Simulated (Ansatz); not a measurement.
## Convergence study of shifted k-point meshes for Sr4Bi2O (I4mm, 7 atoms in the cell)

```
CELL_PARAMETERS angstrom
     -2.50747     2.50747     8.79961
      2.50747    -2.50747     8.79961
      2.50747     2.50747    -8.79961
ATOMIC_POSITIONS crystal
  Sr 0.83781 0.83781 0.00000
  Sr 0.17023 0.17023 0.00000
  Sr 0.99808 0.49808 0.50000
  Sr 0.49808 0.99808 0.50000
  Bi 0.63778 0.63778 0.00000
  Bi 0.36026 0.36026 0.00000
  O  0.99020 0.99020 0.00000
```

Method of the run: PBEsol, default PAW files made with PBE (plane waves; Ansatz, a program for electronic structure).

Base settings: basis.ecutwfc = 420 eV; kpoints.mp_grid.grid = 5 5 5; hamiltonian.xc = pbesol; hamiltonian.pseudopotentials = {kind: paw} (the program's default PAW files); scf.occupations.method = fermi_dirac; scf.occupations.width = 0.02 eV.

In this ladder: kpoints.mp_grid.shift = 0.5 0.5 0.5.

Shifted meshes do not hold Γ, so a gap read on them misses any band edge there.

Only quantities that move along the ladder and can be compared are tabulated.

The starting cell comes from a database of computed structures (which also holds hypothetical and non-ambient phases and stackings), without a prior relaxation at this level. Its lattice was rescaled by up to half a per cent. One atom was moved a little off its site on purpose. Spin-orbit coupling is off. Ansatz's pressure includes its estimate of the finite-basis (Pulay) stress.

```csv
kpoints.mp_grid.grid,free energy less the last step's (meV/atom),pressure (GPa),largest difference of a force vector from the last step's (eV/Å),gap on the mesh (eV)
2 2 2,100.28,-0.66,0.134,1.018
3 3 3,15.71,-1.03,0.027,0.882
4 4 4,5.27,-1.05,0.006,0.909
5 5 5,2.08,-1.06,0.003,0.870
6 6 6,0.93,-1.06,0.002,0.882
7 7 7,0.44,-1.06,0.001,0.865
8 8 8,0.22,-1.07,0.001,0.872
10 10 10,0.06,-1.07,0.000,0.867
12 12 12,0.02,-1.07,0.000,0.865
15 15 15,0.00,-1.07,0.000,0.860
18 18 18,0.00,-1.07,0.000,0.861
20 20 20,0.00,-1.07,0.000,0.861
```

Coarsest kpoints.mp_grid.grid that holds the pressure within 0.05 GPa of the last step, with all finer ones: 3 3 3; the step before is off by 0.41 GPa.

Coarsest kpoints.mp_grid.grid that holds the free energy within 0.5 meV/atom of the last step, with all finer ones: 7 7 7; the step before is off by 0.93 meV/atom.

Coarsest kpoints.mp_grid.grid that holds the forces within 0.005 eV/Å of the last step, with all finer ones: 5 5 5; the step before is off by 0.006 eV/Å.

The gap on the mesh jumps up and down from mesh to mesh; it is no smooth measure of convergence.

Keys are those of Ansatz 0.2.
